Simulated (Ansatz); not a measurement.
Consider PbO (space group P4/nmm, No. 129; a = 4.034 Å, c = 4.994 Å; layered, stacked along the Cartesian z axis). Axes: x, y, z lie along a, b, c of the conventional cell.

The values are results of PBE-D3(BJ) (Ansatz, an electronic-structure program), spin-orbit coupling left out, not measurements.

Strains are applied to the cell and any free atomic positions relax; under biaxial strain the out-of-plane vector relaxes too.

One change was made to it. Results:

```csv
quantity,base,after
shortest interatomic distance,2.341 Å,2.357 Å
"pressure (mean of the normal stresses, compression positive)",0.01 GPa,-1.17 GPa
```

Task: What was done to the base?
(A) biaxial strain +1.20 %, plane normal [001], relaxed out of plane
(B) biaxial strain +2.40 %, plane normal [001], relaxed out of plane
(C) biaxial strain +1.80 %, plane normal [001], relaxed out of plane

Result: C, biaxial strain +1.80 %, plane normal [001], relaxed out of plane. For comparison, the pressure in the other runs: biaxial strain +2.40 %, plane normal [001], relaxed out of plane gives -1.51 GPa; biaxial strain +1.20 %, plane normal [001], relaxed out of plane gives -0.81 GPa.

No phonon test of stability was made. The program warned that a D3 coordination switch lies within reach, so dispersion energies are less smooth here.
